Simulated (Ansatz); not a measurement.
## MgTe (model structure, started from the WC type, P-6m2, No. 187, 2 atoms in the cell): equilibrium volume per atom by level of theory

No measured value is used here.

```csv
level (code),value (Å³/atom)
PBE (Ansatz),27.95
PBEsol (Ansatz),26.94
PBE-D3(BJ) (Ansatz),26.50
```

Ansatz's density-functional and Hartree–Fock values are scalar-relativistic unless marked +SOC, with PAW data made under PBE.

A model structure was made by putting elements into a prototype or built by hand; it is no filed structure, need not be a known phase, and can be a saddle point held by its symmetry.

Ansatz is a program for electronic structure.
